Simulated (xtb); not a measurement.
xtb 6.7.1, GFN2-xTB: [c]1ncncn1, charge 0, multiplicity 2, 8 atoms. The geometry is a generated start, not checked to be a minimum at this level.

- method: GFN2-xTB
- --acc: 1 (default)
- --etemp (K): 300 (default)
- detailed input (--input): none: ANC optimiser, Lindh (1995) Hessian, microcycle=20, maxdispl=1.0, hlow=0.01 (default)
- basis functions: 26
- valence electrons: 29

```xyz
8

C     -0.0370     1.5562    -0.0492
N     -1.1895     0.9504    -0.0414
C     -1.1133    -0.3737     0.0129
N      0.0245    -1.0365     0.0326
C      1.1292    -0.3201     0.0108
N      1.1433     1.0063    -0.0193
H     -2.0364    -0.9415     0.0439
H      2.0793    -0.8411     0.0097
```

Charge 0 and multiplicity 2 are set for this test and not shown to be the ground state. GFN-xTB has no spin term: --uhf 1 sets the occupations alone.

The structure is relaxed from this start with --opt LEVEL for the levels crude, sloppy, loose, lax, normal, tight, vtight, extreme, once each. Up to the end of the extreme run atoms move by at most 0.18 Å along an axis.

### Question
What is the loosest level that ends within 5 meV of the extreme run, and how many cycles does it take?

### Answer
normal: 18 cycles against 20, ending 0.0037 meV above.

```tsv
level	cycles	energy above the extreme run (meV)	gradient norm (eV/Å)
crude	1	16	0.14
sloppy	1	16	0.14
loose	1	16	0.14
lax	2	16	0.058
normal	18	under 0.01	0.020
tight	18	under 0.01	0.020
vtight	20	under 0.01	0.0015
extreme	20	—	0.0015
```
